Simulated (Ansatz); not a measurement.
SnO (model structure, started from the 4H type, P6₃mc, No. 186, 8 atoms in the cell): properties by level of theory

```
level (code)         lattice constant a (Å)  lattice parameter c (Å)  enthalpy of formation (eV/atom)
-------------------  ----------------------  -----------------------  -------------------------------
PBE (Ansatz)                          3.359                   18.393                           -0.970
PBEsol (Ansatz)                       3.289                   16.825                           -0.970
PBE-D3(BJ) (Ansatz)                   3.326                   16.527                           -0.969
```

Ansatz's density-functional and Hartree–Fock values are scalar-relativistic unless marked +SOC, with PAW data made under PBE.

Computed values are for the static lattice.

A model structure was made by putting elements into a prototype or built by hand; it is no filed structure, need not be a known phase, and can be a saddle point held by its symmetry.

Ansatz is a program for electronic structure.
